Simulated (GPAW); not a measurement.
GPAW run on Fe (Im-3m, 1 atom in the cell): self-consistent single point.

Method of the run: LDA (Perdew-Wang 92), GPAW PAW datasets LDA (gpaw-data 1.0.1) (plane waves; GPAW).

```yaml
crystal:
  lattice:
    - [-1.41320, 1.41320, 1.41320]
    - [1.41320, -1.41320, 1.41320]
    - [1.41320, 1.41320, -1.41320]
  atoms:
    - { symbol: Fe, position: [0.00000, 0.00000, 0.00000], spin: 4.0 }
```
(The spins are starting values, not results.)

Reference input (self-consistent single point, DFT PBE, plane waves, GPAW PAW datasets PBE (gpaw-data 1.0.1)): spinpol = true; mode = pw; ecut = 800 eV; xc = PBE; kpts = 16 16 16; mesh shift (steps) = 0 0 0; occupations.name = fermi-dirac; occupations.width = 0.1 eV; nbands = -5; convergence.density = 1e-05 e/electron; symmetry.symmorphic = false; symmetry.tolerance = 0.0005. This run's input differs from it in these lines:

```diff
@@ -15,3 +15,3 @@
             mode=PW(800),
-            xc='PBE',
+            xc='LDA',
             kpts={'size': (16, 16, 16), 'gamma': True},
```

Its files differ too (potentials: GPAW PAW datasets LDA (gpaw-data 1.0.1)).

Output, abridged:

```
     iter     time        total  log10-change:  magmom
                         energy   eigst   dens
iter:   1 --:--:--    -9.663106                   +4.0062
iter:   2 --:--:--    -9.995766   -0.96  -1.51    +3.0665
iter:   3 --:--:--   -10.078166   -1.80  -1.52    +2.1996
iter:   4 --:--:--   -10.109555   -1.90  -1.73    +2.1592
iter:   5 --:--:--   -10.110758   -1.75  -1.74    +2.1736
iter:   6 --:--:--   -10.103446   -2.35  -1.89    +2.1450
iter:   7 --:--:--   -10.103891   -3.17  -2.60    +2.1306
iter:   8 --:--:--   -10.102442c  -3.64  -2.57    +2.1093
iter:   9 --:--:--   -10.102591c  -4.66  -2.87    +2.1121
   [... lines left out ...]
iter:  21 --:--:--   -10.102627c  -7.28  -3.82    +2.1180
iter:  22 --:--:--   -10.102621c  -5.93  -3.77    +2.1178
iter:  23 --:--:--   -10.102622c  -7.57c -4.58    +2.1179
iter:  24 --:--:--   -10.102621c  -6.92  -4.26    +2.1180
iter:  25 --:--:--   -10.102621c  -7.85c -4.73    +2.1178
iter:  26 --:--:--   -10.102623c  -7.58c -4.72    +2.1185
iter:  27 --:--:--   -10.102623c  -7.70c -4.82    +2.1184
iter:  28 --:--:--   -10.102622c  -8.39c -4.85    +2.1183
iter:  29 --:--:--   -10.102622c  -8.29c -4.94    +2.1183
iter:  30 --:--:--   -10.102622c  -8.55c -4.92    +2.1183
iter:  31 --:--:--   -10.102623c  -9.31c -5.16c   +2.1184
Converged after 31 iterations.

Dipole moment: (-0.000000, -0.000000, -0.000000) |e|*Ang

Total magnetic moment: (0.000000, 0.000000, 2.118404)
Local magnetic moments:
   0 Fe ( 0.000000,  0.000000,  2.118506)

Energy contributions relative to reference atoms: (reference = -34557.939371)

Kinetic:         +4.695764
Potential:       -3.866037
External:        +0.000000
XC:             -11.004911
Entropy (-ST):   -0.034506
Local:           +0.089815
SIC:             +0.000000
--------------------------
Free energy:    -10.119876
Extrapolated:   -10.102623

Spin contamination: 0.029395 electrons
Showing only first 2 kpts
                      Up                     Down
 Kpt  Band  Eigenvalues  Occupancy  Eigenvalues  Occupancy
  0     2      7.51903    1.00000      9.32314    0.99508
   [... lines left out ...]
  1     5      8.88375    0.99994     11.20195    0.00000

Fermi level: 9.85415

No gap
No difference between direct/indirect transitions
Energy (eV): -10.102623

Forces in eV/Ang:
  0 Fe    0.00000   -0.00000    0.00000

Stress tensor:
     0.102290     0.000000     0.000000
     0.000000     0.102290    -0.000000
     0.000000    -0.000000     0.102290
Stress (GPa, Voigt): [16.3887 16.3887 16.3887 -0.      0.      0.    ]
```

The run converged in 31 iterations. GPAW prints stress with tension positive. Against the reference run the pressure goes from 2.77 to -16.39 GPa and the size of the net moment moves little (2.15 to 2.12 μB/atom).

The starting cell comes from a database of computed structures (which also holds hypothetical and non-ambient phases and stackings), without a prior relaxation at this level. Its lattice was rescaled by a random factor within 2.5 % of one. With one magnetic atom in the cell only a parallel order is possible. With a pressure of about -16 GPa the cell is away from its equilibrium volume at this level.

Cost on one core of a shared machine: roughly 40 s.
